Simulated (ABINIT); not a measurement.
# Convergence test for Sr3Mg (Pm-3m, 4 atoms in the cell)

```
Sr3Mg
1.0
    5.65022     0.00000     0.00000
    0.00000     5.65022     0.00000
    0.00000     0.00000     5.65022
Sr Mg
3 1
Direct
  0.50000   0.50000   0.00000
  0.00000   0.50000   0.50000
  0.50000   0.00000   0.50000
  0.00000   0.00000   0.00000
```

Level of theory: LDA (PW92), norm-conserving pseudopotentials (PseudoDojo nc-sr-04 LDA standard) (plane waves; ABINIT).

The starting cell comes from a database of computed structures (which also holds hypothetical and non-ambient phases and stackings), without a prior relaxation at this level. Without a gap this mesh is coarse (it stands for a supercell whose shortest vector is 17 Å).

Held fixed: pseudos = [Sr.upf, Mg.upf]; ixc = 7; occopt = 6; tsmear = 0.00183747 Ha; ngkpt = 3 3 3; nshiftk = 1; shiftk = 0 0 0; potentials = PseudoDojo nc-sr-04 LDA standard; nband = 27; kptopt = 1; nstep = 80; tolvrs = 1e-12.

ΔF is the free energy per atom less that of the last row (84 Ha).

```json
[
 {"ecut": "17 Ha", "ΔF (meV/atom)": "9071.3", "pressure (GPa)": "-90.32", "plane waves": "4092", "iterations": "12"},
 {"ecut": "21 Ha", "ΔF (meV/atom)": "3151.5", "pressure (GPa)": "-46.18", "plane waves": "5632", "iterations": "12"},
 {"ecut": "25 Ha", "ΔF (meV/atom)": "911.2", "pressure (GPa)": "-19.75", "plane waves": "7274", "iterations": "11"},
 {"ecut": "29 Ha", "ΔF (meV/atom)": "(withheld)", "pressure (GPa)": "-7.18", "plane waves": "9084", "iterations": "12"},
 {"ecut": "34 Ha", "ΔF (meV/atom)": "(withheld)", "pressure (GPa)": "-2.28", "plane waves": "11536", "iterations": "12"},
 {"ecut": "38 Ha", "ΔF (meV/atom)": "2.1", "pressure (GPa)": "-1.55", "plane waves": "13626", "iterations": "12"},
 {"ecut": "42 Ha", "ΔF (meV/atom)": "0.59", "pressure (GPa)": "-1.45", "plane waves": "15839", "iterations": "12"},
 {"ecut": "48 Ha", "ΔF (meV/atom)": "0.46", "pressure (GPa)": "-1.45", "plane waves": "19357", "iterations": "12"},
 {"ecut": "55 Ha", "ΔF (meV/atom)": "0.37", "pressure (GPa)": "-1.45", "plane waves": "23733", "iterations": "12"},
 {"ecut": "63 Ha", "ΔF (meV/atom)": "0.19", "pressure (GPa)": "-1.45", "plane waves": "29092", "iterations": "11"},
 {"ecut": "74 Ha", "ΔF (meV/atom)": "0.09", "pressure (GPa)": "-1.45", "plane waves": "37046", "iterations": "13"},
 {"ecut": "84 Ha", "ΔF (meV/atom)": "0.00", "pressure (GPa)": "-1.45", "plane waves": "44800", "iterations": "12"}
]
```

### Question
What belongs in the gaps?

### Answer

- 29 Ha, ΔF (meV/atom): 203.7
- 34 Ha, ΔF (meV/atom): 19.6
